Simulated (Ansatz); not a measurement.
Seebeck coefficient (μV/K, mean over directions) of p-type InP (F-43m) against carrier density, r2SCAN with spin-orbit coupling, rigid bands in Ansatz (a program for electronic structure). Computed gap 1.00 eV; densities at which minority carriers matter at this gap, or further valleys turn the trend, are left out. Conductivity mass 0.57 mₑ (harmonic mean over directions), N_v = 2.5e19 cm⁻³ at 300 K.

| hole density | 300 K | 500 K |
|---|---|---|
| 1e16 cm⁻³ | 911 | 997 |
| 1e17 cm⁻³ | ___ | 799 |
| 1e18 cm⁻³ | 515 | ___ |
| 3e18 cm⁻³ | 421 | 506 |
| 1e19 cm⁻³ | 322 | 404 |
| 3e19 cm⁻³ | 236 | 312 |
| 1e20 cm⁻³ | 156 | 218 |
| 3e20 cm⁻³ | ___ | 142 |
| 1e21 cm⁻³ | 46 | 74 |

Q: Fill in the missing entries.

A: 
- 1e17 cm⁻³, 300 K: 713
- 1e18 cm⁻³, 500 K: 600
- 3e20 cm⁻³, 300 K: 95

Rigid bands with a gap fixed in temperature, one relaxation time for all states, no polarons or phonon drag, and whether or not such doping can be reached.
